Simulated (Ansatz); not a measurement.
**Hypothetical zinc blende CsBr, element substitutions**

The reference is CsBr in the zinc blende structure (space group F-43m, No. 216; a hypothetical phase, not in the database extracts checked).

```
CELL_PARAMETERS angstrom
      0.00000     4.00856     4.00856
      4.00856     0.00000     4.00856
      4.00856     4.00856     0.00000
ATOMIC_POSITIONS crystal
  Br 0.75000 0.75000 0.75000
  Cs 0.00000 0.00000 0.00000
```

Each row replaces one element on all its sites; cell and atoms are relaxed.

Method: plane-wave PAW DFT at the PBEsol level (Ansatz, a first-principles code, 420 eV), no SOC.

| change | gap character | volume per atom | band gap |
|---|---|---|---|
| base | indirect, W → Γ | 64.41 Å³ | 4.10 eV |
| Cs → K | indirect, L → Γ | 48.83 Å³ | 4.34 eV |
| Cs → La | – | 38.94 Å³ | zero |
| Cs → Rb | indirect, X → Γ | 55.77 Å³ | 4.16 eV |
| Br → Cl | indirect, X → Γ | 56.14 Å³ | 4.48 eV |

Whether these cells are dynamically stable was not tested. As relaxed here, KBr, LaBr, RbBr and CsCl are hypothetical phases, not in the database extracts checked. All final runs are without spin polarisation. A zero or small gap of LaBr can be the functional's error rather than a property of the material.
